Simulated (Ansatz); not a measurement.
# Ansatz run on a (111) slab of VH2 (cut from a parent of space group no. 225; 12 atoms in the cell): self-consistent single point

Method: PBEsol, default PAW files made with PBE (plane waves; Ansatz, a program for electronic structure).

This input was run:

Ansatz 0.2 input:
```yaml
# VH2
crystal:
  lattice:
    - [2.97532600, 0.00000000, 0.00000000]
    - [1.48766300, 2.57670800, 0.00000000]
    - [0.00000000, 0.00000000, 22.50269400]
  atoms:
    - { symbol: H, position: [0.66666700, 0.66666700, 0.36505400] }
    - { symbol: H, position: [0.00000000, 0.00000000, 0.31107400] }
    - { symbol: H, position: [0.00000000, 0.00000000, 0.47301400] }
    - { symbol: H, position: [0.33333300, 0.33333300, 0.41903400] }
    - { symbol: H, position: [0.33333300, 0.33333300, 0.58097000] }
    - { symbol: H, position: [0.66666700, 0.66666700, 0.52699000] }
    - { symbol: H, position: [0.66666700, 0.66666700, 0.68892600] }
    - { symbol: H, position: [0.00000000, 0.00000000, 0.63495100] }
    - { symbol: V, position: [0.33333300, 0.33333300, 0.33806600] }
    - { symbol: V, position: [0.66666700, 0.66666700, 0.44602200] }
    - { symbol: V, position: [0.00000000, 0.00000000, 0.55398300] }
    - { symbol: V, position: [0.33333300, 0.33333300, 0.66193800] }
basis:
  ecutwfc: 420.0
kpoints:
  mp_grid:
    grid: [12, 12, 1]
hamiltonian:
  xc: pbesol
  pseudopotentials:
    kind: paw
scf:
  occupations:
    method: gaussian
    width: 0.1
output:
  forces: true
  eigenvalues: true
  stress: true
```

Output, abridged:

```
WARN the atoms were moved onto the symmetric positions of the space group found under crystal.symmetry.tolerance 1.0e-5 (fractional …
WARN ansatz: RAYON_NUM_THREADS=1 ignored (pool sized by the plan → 1); use --threads N
Pseudopotentials: kind: paw
Pseudopotential: H, paw, valence charge 1
Pseudopotential: V, paw, valence charge 13
Crystal: 12 atoms, lattice volume = 172.518 Å³
Basis set: ecut = 420 eV, 3279 PW (Γ), exchange–correlation on 40×40×320 points (8 copies of the dense FFT grid, shifted against one another)
Bands: 42, of which v1, the nominal top of the filled ones, is band 30 counted from 1 (29 counted from 0)
Symmetry: 12 space group operations
Space group: P-3m1 (ITA 164), of the structure as read, at distance tolerance 5.6e-5 Å
k-points: 19 of 144
PAW frozen core: V, regenerated for the run's functional, and the local potential with it
Initial density: superposition of atomic densities (neutral atoms: chi_scale 0, normalization atom), corrected by the library's trained network
Initial wavefunctions: pseudopotential atomic-orbital guess
Eigensolver: davidson
Functional: x = pbesol(κ = 0.804, μ = 0.12345679012345678), c = pbesol(β = 0.046)
SCF iter   1: F=—  HF=-11668.168188 eV  |F-HF|=—  |Δ(HF+E_count)|=         —  Δρ=7.84e-3  dr2=6.13e-2  ethr=1.77e-3  ⟨swp⟩=8.4  Hψ=3794  notcnv=0
all-band conjugate gradients solve this SCF's bands
preconditioner: auto → LDOS
SCF iter   2: F=—  HF=-11668.156311 eV  |F-HF|=—  |Δ(HF+E_count)|=   1.19e-2  Δρ=2.72e-3  dr2=1.43e-2  ethr=1.02e-4  ⟨swp⟩=2.6  Hψ=1641  notcnv=0  defer=52
SCF iter   3: F=—  HF=-11668.154445 eV  |F-HF|=—  |Δ(HF+E_count)|=   1.87e-3  Δρ=1.18e-3  dr2=3.35e-3  ethr=2.38e-5  ⟨swp⟩=2.9  Hψ=1665  notcnv=0  defer=52
SCF iter   4: F=—  HF=-11668.154167 eV  |F-HF|=—  |Δ(HF+E_count)|=   2.77e-4  Δρ=3.95e-4  dr2=6.90e-4  ethr=5.58e-6  ⟨swp⟩=2.1  Hψ=991  notcnv=0  defer=52
SCF iter   5: F=—  HF=-11668.154179 eV  |F-HF|=—  |Δ(HF+E_count)|=   1.17e-5  Δρ=1.36e-4  dr2=1.34e-4  ethr=1.15e-6  ⟨swp⟩=2.0  Hψ=911  notcnv=0  defer=52
SCF iter   6: F=—  HF=-11668.154173 eV  |F-HF|=—  |Δ(HF+E_count)|=   6.34e-6  Δρ=4.30e-5  dr2=6.02e-6  ethr=2.24e-7  ⟨swp⟩=2.1  Hψ=941  notcnv=0  defer=52
SCF iter   7: F=—  HF=-11668.154158 eV  |F-HF|=—  |Δ(HF+E_count)|=   1.50e-5  Δρ=7.91e-6  dr2=3.43e-7  ethr=1.00e-8  ⟨swp⟩=2.7  Hψ=1056  notcnv=0  defer=52
SCF iter   8: F=-11668.154158 eV  HF=-11668.154158 eV  |F-HF|=3.21e-8  |Δ(HF+E_count)|=   1.12e-7  Δρ=3.04e-6  dr2=1.21e-8  ethr=1.67e-10  ⟨swp⟩=12.7  Hψ=3704  notcnv=0
SCF 1 converged in 8 iterations: F = -11668.154158 eV  dr2 = 1.21e-8
SCF converged after 8 iterations
Free energy (F): -11668.154158 eV
Harris-Foulkes:  -11668.154158 eV  (|F-HF|=3.21e-8)
Internal energy: -11668.103749 eV  (E = F + TS)
E sigma→0 (E₀):  -11668.128954 eV
Entropy (-TS):   -0.050409 eV (-4.201 meV/atom)
Fermi energy:    3.280306 eV
--- Per-component energies (eV) ---
  E_band       = -1345.228505
  E_kinetic    = 1458.191864
  E_local      = -57253.131798  (includes V_loc(G=0)·N_el)
  E_nonlocal   = -164.749663
  E_hartree    = 28082.658461
  E_xc         = -590.717535
  E_vxc        = -754.454289  (∫ρ·V_xc dr)
  E_paw        = -4350.774071  (= ΣΔE_a)
  E_vpaw       = -796.381352  (= ΣTr[D̂ρ^β])
  E_aug_tail   = -0.009608  (compensation charges beyond the density's cutoff)
  E_ewald      = 21149.829885
  E_core_change = 0.598716  (= ΣΔE_core)
  E_smearing   = -0.050409  (= −TS)
  E_closure    = -0.000000  (closes the sum)
  Σ components = -11668.154158   (vs F -11668.154158, Δ=0.00e0)
--- Forces (eV/Å), atoms counted from 1 ---
  atom   1  H      0.00000000     0.00000000    -0.20778168
  atom   2  H     -0.00000000    -0.00000000    -0.60017534
  atom   3  H     -0.00000000     0.00000000    -0.02015417
  atom   4  H     -0.00000000    -0.00000000    -0.18672080
  atom   5  H     -0.00000000     0.00000000     0.18672080
  atom   6  H     -0.00000000    -0.00000000     0.02015417
  atom   7  H     -0.00000000     0.00000000     0.60017534
  atom   8  H     -0.00000000    -0.00000000     0.20778168
  atom   9  V      0.00000000    -0.00000000     1.30241228
  atom  10  V     -0.00000000     0.00000000    -0.00350429
  atom  11  V     -0.00000000    -0.00000000     0.00350429
  atom  12  V      0.00000000     0.00000000    -1.30241228
  max |Σ_I F_I| component: 2.22e-16 eV/Å
--- Stress (GPa, compression-positive) ---
       -5.109957       0.000000       0.000000
        0.000000      -5.109957       0.000000
        0.000000       0.000000      -2.240217
  P = ⅓ Tr σ = -4.1534 GPa (-41.534 kbar)
  The stress holds the Pulay correction. Without it, at fixed plane waves, as pw.x and ABINIT print it: P = -4.2780 GPa
--- Band table (eV; the first three rows and the last of 19) ---
  k-point 0: bands = ["-60.9366", "-60.9265", "-60.9072", "-60.8879", "-35.0991", "-35.0384", "-34.9056", "-34.7703", "-34.7674", "-34.7674", "-34.7434", "-34.7434", "-34.6919", "-34.6919", "-34.6908", "-34.6908", "-7.8570", "-6.8351", "-5.5581", [...]
  k-point 1: bands = ["-60.9333", "-60.9237", "-60.9048", "-60.8860", "-35.0921", "-35.0355", "-34.9080", "-34.7887", "-34.7732", "-34.7727", "-34.7602", "-34.7475", "-34.7107", "-34.7080", "-34.6960", "-34.6948", "-7.6919", "-6.6766", "-5.4042", [...]
  k-point 2: bands = ["-60.9243", "-60.9160", "-60.8985", "-60.8810", "-35.0726", "-35.0287", "-34.9208", "-34.8378", "-34.8071", "-34.7932", "-34.7871", "-34.7633", "-34.7589", "-34.7417", "-34.7073", "-34.7056", "-7.2145", "-6.2211", "-4.9677", [...]
  k-point 18: bands = ["-60.8772", "-60.8772", "-60.8654", "-60.8654", "-35.0291", "-35.0002", "-34.9994", "-34.9994", "-34.9246", "-34.9246", "-34.9057", "-34.8867", "-34.8867", "-34.8816", "-34.8009", "-34.8009", "-3.3035", "-3.3035", "-3.0563", [...]
```

The run converged in 8 iterations.

The starting cell comes from a database of computed structures (which also holds hypothetical and non-ambient phases and stackings), without a prior relaxation at this level. The slab is cut from that crystal, and its faces are unrelaxed. Its lattice was rescaled by up to half a per cent. Spin polarisation is off. Forces in this geometry exceed 1 eV/Å.
